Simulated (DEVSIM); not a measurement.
Device: Schottky contact on n-type Ge, at 300 K.

Layer 1 from the left is Ge, thickness (μm) 4.00, Nd (cm⁻³) 7.8e16, τn (s) 1.2e-7, τp (s) 1.2e-7. Layer 2 from the left is Ge, thickness (μm) 7.80, Nd (cm⁻³) 1.3e18, τn (s) 1.2e-7, τp (s) 1.2e-7.

Left contact: Schottky, work function 4.34 eV, emission velocity 1.1e7 cm/s. Right contact: ohmic. Voltage is applied to the left contact. Recombination: SRH at mid-gap, radiative, Auger. Mobility is constant in doping.

Constants are typed, rounded textbook-type inputs, not results; the design itself was drawn at random and stands for no fabricated device. Values at 300 K.

Ge: gap (eV) 0.664, affinity (eV) 4, permittivity 16, Nc (cm⁻³) 1.04e19, Nv (cm⁻³) 6e18, μn (cm²/Vs) 3900, μp (cm²/Vs) 1900, B (cm³/s) 6.4e-14, Cn (cm⁶/s) 1e-31, Cp (cm⁶/s) 1e-31.

DEVSIM, 1D drift-diffusion, Boltzmann statistics, complete ionisation; no tunnelling, impact ionisation, image-force lowering or self-heating. Metal contacts follow the ideal Schottky-Mott rule: no Fermi-level pinning, no interface dipoles.

Task: What does the simulation give for the potential step across the device at zero bias?

Result: potential step across the device at zero bias 0.286 V.
